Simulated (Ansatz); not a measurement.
Take BP in the zinc blende structure (space group F-43m, No. 216; a = 4.536 Å) as the base. Axes: x, y, z lie along the cube axes.

Level of theory: r2SCAN (Ansatz, a program for electronic structure, PAW, no SOC), earlier PAW set.

Strains are applied to the cell and any free atomic positions relax; under biaxial strain the out-of-plane vector relaxes too.

One change was made to it. Results:

| quantity | base | after |
|---|---|---|
| energy relative to the base (free energy F) | 0 meV/atom | +4.7 meV/atom |
| smallest direct gap | 3.60 eV | 3.56 eV |

### Question
Which of these changes matches the shifts?
A. isotropic strain +0.93 %
B. biaxial strain +1.63 %, plane normal [001], relaxed out of plane
C. tensor shear ε_xy = +2.85 %

### Answer
A, isotropic strain +0.93 %. For comparison, the energy relative to the base in the other runs: biaxial strain +1.63 %, plane normal [001], relaxed out of plane gives +7.6 meV/atom; tensor shear ε_xy = +2.85 % gives +23 meV/atom.

Stability against distortions was not tested.
